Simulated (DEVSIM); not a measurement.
System: TaN/SiO2/n-Si capacitor, at 300 K.

```
layer (left to right)  material  thickness (nm)  Nd (cm⁻³)
---------------------  --------  --------------  ---------
1                          SiO2            6.80          -
2                            Si             340     2.9e18
```

Metal gate on the left, work function 4.4 eV. Fixed charge at the semiconductor interface -3.32e12 cm⁻² (in units of +e); interface traps 7.4e11 cm⁻² eV⁻¹, uniform in energy, neutral level at 0.5 of the gap above the valence band.

Constants are typed, rounded textbook-type inputs, not results; the design itself was drawn at random and stands for no fabricated device. Values at 300 K.

| parameter | SiO2 | Si |
|---|---|---|
| gap (eV) | 9 | 1.124 |
| affinity (eV) | 0.9 | 4.05 |
| permittivity | 3.9 | 11.7 |
| Nc (cm⁻³) | - | 2.86e19 |
| Nv (cm⁻³) | - | 3.1e19 |

Model (solved in DEVSIM): 1D Poisson equation in equilibrium, Boltzmann statistics, complete ionisation; no quantum confinement or tunnelling. Metal contacts follow the ideal Schottky-Mott rule: no Fermi-level pinning, no interface dipoles.

Problem. Tabulate band edges, carrier densities and field at -1.4 V on the gate.

Solution. Energies count from the Fermi level of the right contact; mesh points crowd at the junctions.

| x (μm) | Ec (eV) | Ev (eV) | n (cm⁻³) | p (cm⁻³) | field (V/cm) |
|---|---|---|---|---|---|
| 0.000 | 4.900 | -4.100 | < 1e2 | < 1e2 | -1200000 |
| 0.0008160 | 4.802 | -4.198 | < 1e2 | < 1e2 | -1200000 |
| 0.002004 | 4.659 | -4.341 | < 1e2 | < 1e2 | -1200000 |
| 0.003733 | 4.451 | -4.549 | < 1e2 | < 1e2 | -1200000 |
| 0.005667 | 4.219 | -4.781 | < 1e2 | < 1e2 | -1200000 |
| 0.006582 | 4.109 | -4.891 | < 1e2 | < 1e2 | -1200000 |
| 0.007324 | 0.888 | -0.236 | 35000 | 3.3e15 | -850000 |
| 0.009302 | 0.729 | -0.395 | 1.6e7 | 7.1e12 | -760000 |
| 0.01214 | 0.531 | -0.593 | 3.4e10 | 3.4e9 | -630000 |
| 0.01716 | 0.270 | -0.854 | 8.3e14 | 140000 | -410000 |
| 0.02676 | 0.072 | -1.052 | 1.8e18 | < 1e2 | -49000 |
| 0.05147 | 0.059 | -1.065 | 2.9e18 | < 1e2 | ≈ 0 |
| 0.08687 | 0.059 | -1.065 | 2.9e18 | < 1e2 | ≈ 0 |
| 0.1496 | 0.059 | -1.065 | 2.9e18 | < 1e2 | ≈ 0 |
| 0.2514 | 0.059 | -1.065 | 2.9e18 | < 1e2 | ≈ 0 |
| 0.2935 | 0.059 | -1.065 | 2.9e18 | < 1e2 | ≈ 0 |
| 0.3172 | 0.059 | -1.065 | 2.9e18 | < 1e2 | ≈ 0 |
| 0.3312 | 0.059 | -1.065 | 2.9e18 | < 1e2 | ≈ 0 |
| 0.3402 | 0.059 | -1.065 | 2.9e18 | < 1e2 | ≈ 0 |
| 0.3436 | 0.059 | -1.065 | 2.9e18 | < 1e2 | ≈ 0 |
| 0.3455 | 0.059 | -1.065 | 2.9e18 | < 1e2 | ≈ 0 |
| 0.3468 | 0.059 | -1.065 | 2.9e18 | < 1e2 | ≈ 0 |
